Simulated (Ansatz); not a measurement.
## LaFeO$_{3}$ (space group P-1, No. 2; ferromagnetic; a cell from a computed database, its experimental status unchecked)

```
CELL_PARAMETERS angstrom
      5.37994     0.00000     0.00000
      2.62485     4.69621     0.00000
      2.62499     1.54055     4.43645
ATOMIC_POSITIONS crystal
  La 0.24956 0.24961 0.24954
  La 0.75044 0.75039 0.75046
  Fe 0.50000 0.50000 0.50000
  Fe 0.00000 0.00000 0.00000
  O  0.19523 0.75517 0.29570
  O  0.80477 0.24483 0.70430
  O  0.75552 0.29550 0.19543
  O  0.24448 0.70450 0.80457
  O  0.29574 0.19519 0.75569
  O  0.70426 0.80481 0.24431
```

Method: PBEsol (Ansatz, a quantum-chemistry and plane-wave program; PAW; 420 eV plane waves; without spin-orbit coupling). Settings: 7×7×7 k-points, 0.05 eV Fermi–Dirac smearing.

| Property | Value |
|---|---|
| Volume per atom | 11.21 Å³ |
| Density | 7.19 g/cm³ |
| Band gap | zero |
| Magnetic state | ferromagnetic |
| Total energy | -2459.477 eV/atom (σ→0; compares only within this code and set-up) |

Whether these cells are dynamically stable was not tested. No Hubbard U is applied and the magnetic state is the run's own (LaFeO3 ferromagnetic); other magnetic orders, which need larger cells, were not tried and can change the gap.
